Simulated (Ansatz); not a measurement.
VSi2 (P6₂22, No. 180) was calculated with PBE-D4 (Ansatz, a program for electronic structure, PAW).

Run with plane-wave cutoff 500 eV, no spin polarisation, scalar-relativistic PAW data made under PBE.

Computed at the level's own relaxed cell.

Question: What does this level give for the equilibrium volume per atom, lattice parameter a and c axis length?

Answer: 
equilibrium volume per atom: 12.37 Å³/atom
lattice parameter a: 4.513 Å
c axis length: 6.314 Å

The computed numbers hold no vibrational or temperature effects.

The result took very roughly 3 core-minutes.
